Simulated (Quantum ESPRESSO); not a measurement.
## Cost against accuracy: ecutwfc for AsO₂ (Pnma, 24 atoms in the cell)

Cell: a = 8.6148 Å, b = 5.2635 Å, c = 7.2948 Å, α = 90.00°, β = 90.00°, γ = 90.00°.

Method: LDA (PZ), GBRV 1.5 ultrasoft (LDA) pseudopotentials (plane waves; Quantum ESPRESSO).

Base settings: ecutwfc = 40 Ry; ecutrho = 200 Ry; occupations = smearing; smearing = gaussian; degauss = 0.000734986 Ry; potentials = {As: as_lda_v1.uspp.F.UPF, O: o_lda_v1.2.uspp.F.UPF}; K_POINTS = automatic 3 5 4 0 0 0; conv_thr = 1e-09 Ry.

Misses are taken against the tightest run, 60 Ry (ecutrho: 200 Ry → 300 Ry), which need not be fully converged itself. The energy is the free energy per atom.

The count of work is k-points × plane waves × bands × iterations; it is no time, and leaves out set-up, grids and terms that scale otherwise. Core times come from one kind of shared machine and are given to one figure; runs under 30 s give none.

The starting cell comes from a database of computed structures (which also holds hypothetical and non-ambient phases and stackings), without a prior relaxation at this level.

```tsv
ecutwfc	energy less reference (meV/atom)	pressure less reference (GPa)	largest difference in the force on any atom (eV/Å)	count of work / reference	core time / reference (rough)
16 Ry (ecutrho: 200 Ry → 80 Ry)	5866.91	-175.62	1.581	0.11	0.09
20 Ry (ecutrho: 200 Ry → 100 Ry)	2066.13	-85.75	0.419	0.15	0.1
24 Ry (ecutrho: 200 Ry → 120 Ry)	673.11	-36.20	0.245	0.22	0.2
28 Ry (ecutrho: 200 Ry → 140 Ry)	191.33	-12.94	0.125	0.27	0.2
32 Ry (ecutrho: 200 Ry → 160 Ry)	49.78	-3.55	0.056	0.33	0.3
36 Ry (ecutrho: 200 Ry → 180 Ry)	17.33	-0.42	0.054	0.40	0.4
40 Ry	12.28	0.26	0.043	0.47	0.5
46 Ry (ecutrho: 200 Ry → 230 Ry)	9.53	0.05	0.029	0.58	0.6
52 Ry (ecutrho: 200 Ry → 260 Ry)	4.60	-0.11	0.016	0.75	0.7
60 Ry (ecutrho: 200 Ry → 300 Ry)	0.00	0.00	0.000	1.0	1
```

The last two settings still differ by 4.6 meV/atom, so the table cannot show that the reference is converged.

Coarsest setting among those run that, with all tighter ones, holds the energy within 20 meV/atom of the reference: 36 Ry (ecutrho: 200 Ry → 180 Ry), off by 17 meV/atom; it needs 0.40 of the reference's count of work and about 0.4 of the reference's time.

The step from 24 Ry (ecutrho: 200 Ry → 120 Ry) to 46 Ry (ecutrho: 200 Ry → 230 Ry): it takes the miss in the energy from 670 to 9.5 meV/atom, for 2.6 times the count of work and roughly 3 times the time.
